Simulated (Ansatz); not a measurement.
The structure below was relaxed with PBE in Ansatz (plane waves to 420 eV, PAW, no SOC), earlier PAW set, at pressure 18 GPa.

```
CELL_PARAMETERS angstrom
      0.00000     1.90579     1.90579
      1.90579     0.00000     1.90579
      1.90579     1.90579     0.00000
ATOMIC_POSITIONS crystal
  Ir 0.00000 0.00000 0.00000
```

Find the space group and the Wyckoff positions.

Space group Fm-3m (No. 225); a = 3.812 Å, b = 3.812 Å, c = 3.812 Å, α = 90.00°, β = 90.00°, γ = 90.00°

```tsv
atom	site	symmetry	x	y	z
Ir	4a	m-3m	0.0000	0.0000	0.0000
```

Describe the coordination.

The crystal has 4 atoms in its conventional cell. Lattice parameters: a = 3.8116 Å, b = 3.8116 Å, c = 3.8116 Å, α = 90.00°, β = 90.00°, γ = 90.00°. Ir is surrounded by 12 Ir at 2.695 Å (cuboctahedral). (Neighbours: up to the widest gap in distance over summed covalent radii, below 1.35, at either atom.)

Load acts through the strain it causes; cell and atoms are relaxed under it. No phonon test of stability was made. Competing high-pressure phases were not computed. The final runs are not spin-polarised. The cell was made from Ir in the fcc (Cu type) structure (space group Fm-3m, No. 225) by this change: pressure 18 GPa.

Ansatz is a program for electronic structure.
